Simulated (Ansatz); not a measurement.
The reference is InAs in the zinc blende structure (space group F-43m, No. 216; a = 6.110 Å). Axes: x, y, z lie along the cube axes.

Structures relaxed with Kohn–Sham DFT with the r2SCAN functional, run in Ansatz (a quantum-chemistry and plane-wave program) with PAW and 500 eV plane waves, without spin-orbit coupling.

Base:

Simulated powder pattern, Cu Kα1, λ = 1.54056 Å (kinematic, ideal powder, no thermal factors, no anomalous dispersion; the 10 strongest lines at most, above 2 %, up to 2θ = 90°):

```tsv
2θ (°)	I/Imax (%)	hkl
25.23	100	(111)
29.21	4.1	(200)
41.78	74	(220)
49.44	47	(311)
60.57	12	(400)
66.67	19	(331)
76.29	24	(422)
81.86	14	(333)
```

After one change:

Simulated powder pattern, Cu Kα1, λ = 1.54056 Å (kinematic, ideal powder, no thermal factors, no anomalous dispersion; the 10 strongest lines at most, above 2 %, up to 2θ = 90°):

```csv
2θ (°),I/Imax (%)
25.31,100
41.78,25
42.00,49
49.48,31
49.87,15
60.57,8.1
67.04,12
76.44,16
76.90,7.9
81.89,7.0
```

Question: Which of these changes matches the shifts?
A. uniaxial strain ε_zz = −3.00 %
B. uniaxial strain ε_zz = −2.50 %
C. uniaxial strain ε_zz = −0.50 %
D. uniaxial strain ε_zz = −1.00 %

Answer: D, uniaxial strain ε_zz = −1.00 %. Its volume per atom is 28.22 Å³ against 28.51 Å³, and its space group is I-4m2 (No. 119).

Whether these cells are dynamically stable was not tested.
